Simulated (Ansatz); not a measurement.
BP (F-43m), HSE06, rigid bands run with Ansatz (an electronic-structure program): N_v = 3.52e19 cm⁻³ at 300 K and a hole conductivity mass of 0.369 mₑ.

Question: For 1e16 holes per cm³ at 300 K, place the Fermi level, estimate the Seebeck coefficient of a parabolic band with constant τ, and give mobility and conductivity for τ = 50 fs.

Answer: The level lies k_BT ln(N_v/p) = 0.211 eV above the valence-band maximum. S ≈ +(k_B/e)[ln(N_v/p) + 5/2] = 919 μV/K, against 913 μV/K from the full bands (mean over directions). μ = eτ/m = 238 cm²/(V·s) and σ = peμ = 0.382 S/cm. τ is assumed, not computed.

Band transport and this doping are assumed; polarons and phonon drag are left out. Spin-orbit coupling is left out; where it splits the top of the valence band, N_v and the p-type Seebeck coefficient come out somewhat high without it. Geometry: cell and atoms relaxed with PBEsol.
